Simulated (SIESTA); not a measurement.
Input and output of a self-consistent single point for LaIn5Rh (P4/mmm, 7 atoms in the cell) (SIESTA).

Method: GGA PBEsol, numerical atomic orbitals DZP, PseudoDojo PBEsol standard norm-conserving potentials (rewritten from UPF to PSML) run with SIESTA 5.4.2.

The change in words: lattice scaled by 0.98. Reference geometry:
```yaml
crystal:
  lattice:
    - [4.64255, 0.00000, 0.00000]
    - [0.00000, 4.64255, 0.00000]
    - [0.00000, 0.00000, 7.53034]
  atoms:
    - { symbol: La, position: [0.00000, 0.00000, 0.00000] }
    - { symbol: In, position: [0.50000, 0.50000, 0.00000] }
    - { symbol: In, position: [0.50000, 0.00000, 0.69223] }
    - { symbol: In, position: [0.50000, 0.00000, 0.30777] }
    - { symbol: In, position: [0.00000, 0.50000, 0.69223] }
    - { symbol: In, position: [0.00000, 0.50000, 0.30777] }
    - { symbol: Rh, position: [0.00000, 0.00000, 0.50000] }
```

Reference input (self-consistent single point, DFT, GGA PBEsol, numerical atomic orbitals DZP, PseudoDojo PBEsol standard norm-conserving potentials (rewritten from UPF to PSML)): XC.functional = GGA; XC.authors = PBEsol; potentials = PseudoDojo PBEsol standard; PAO.BasisSize = DZP; PAO.EnergyShift = 0.01 Ry; MeshCutoff = 350 Ry; kgrid.MonkhorstPack = 5 5 3; OccupationFunction = FD; ElectronicTemperature = 580.23 K; MaxSCFIterations = 150; SCF.Mixer.Method = Broyden; SCF.Mixer.Weight = 0.2. This run's input differs from it in these lines:

```diff
@@ -13,5 +13,5 @@
 %block LatticeVectors
-     4.642554000    0.000000000    0.000000000
-     0.000000000    4.642554000    0.000000000
-     0.000000000    0.000000000    7.530338000
+     4.549703000    0.000000000    0.000000000
+     0.000000000    4.549703000    0.000000000
+     0.000000000    0.000000000    7.379731000
 %endblock LatticeVectors
```

Output, abridged:

```
        iscf     Eharris(eV)        E_KS(eV)     FreeEng(eV)     dDmax    Ef(eV) dHmax(eV)
   scf:    1   -13058.175272   -13134.797446   -13134.839027  1.274841 -3.225262 31.634150
   scf:    2   -13101.734918   -13149.993903   -13150.008623  0.597390 -4.016190 19.136897
   scf:    3   -13166.681997   -13161.488904   -13161.503711  0.102461 -3.895886  3.761265
   scf:    4   -13162.437702   -13162.443771   -13162.456633  0.106550 -3.888220  2.194688
   scf:    5   -13162.875558   -13162.691744   -13162.705467  0.102652 -3.987256  1.347971
   [... 7 lines left out ...]
   scf:   13   -13162.744565   -13162.744566   -13162.758652  0.000029 -4.027990  0.000359
   scf:   14   -13162.744565   -13162.744565   -13162.758652  0.000017 -4.028028  0.000233
   scf:   15   -13162.744564   -13162.744565   -13162.758652  0.000011 -4.028052  0.000159
   scf:   16   -13162.744564   -13162.744565   -13162.758652  0.000008 -4.028066  0.000113
SCF Convergence by DM+H criterion
max |DM_out - DM_in|         :     0.0000079697
max |H_out - H_in|      (eV) :     0.0001125719
SCF cycle converged after 16 iterations

Using DM_out to compute the final energy and forces

siesta: E_KS(eV) =           -13162.7446

siesta: E_KS - E_eggbox =    -13162.7446

siesta: Atomic forces (eV/Ang):
     1    0.000000   -0.000000   -0.000000
     2   -0.000000    0.000000    0.000000
     3   -0.000000   -0.000000    0.455781
     4   -0.000000    0.000000   -0.455781
     5   -0.000000    0.000000    0.455781
     6    0.000000   -0.000000   -0.455781
     7    0.000000    0.000000   -0.000000
   Tot   -0.000000   -0.000000    0.000000
   Max    0.455781
   Res    0.198919    sqrt( Sum f_i^2 / 3N )
   Max    0.455781    constrained

   [... lines left out ...]
siesta: FreeEng =    -13162.758652
siesta: Cell volume =        152.758936 Ang**3
siesta:          69.16925227         60.12733964  kBar
   [... lines left out ...]

             -0.012  -0.012  -0.051

mulliken: Qtot =       93.000

Mulliken Atomic Populations:
Atom #   charge [q] valence [e]  Species
     1     0.906355   10.093645  La
     2    -0.292461   13.292461  In
     3    -0.139724   13.139724  In
     4    -0.139724   13.139724  In
     5    -0.139725   13.139725  In
     6    -0.139725   13.139725  In
     7    -0.054995   17.054995  Rh
 Total    -0.000000
```

The run converged in 16 iterations. Against the reference run the free energy rises by 30.9 meV/atom, the pressure goes from 0.77 to 6.92 GPa and the largest force goes from 0.213 to 0.456 eV/Å.

The starting cell comes from a database of computed structures (which also holds hypothetical and non-ambient phases and stackings), without a prior relaxation at this level. Its lattice was rescaled by a random factor within 2.5 % of one. For this run, on top of that: lattice scaled by 0.98. Spin polarisation is off. Values carry the incompleteness of an atom-centred basis. With a pressure of about 7 GPa the cell is away from its equilibrium volume at this level.

Cost on one core of a shared machine: roughly 2 min.
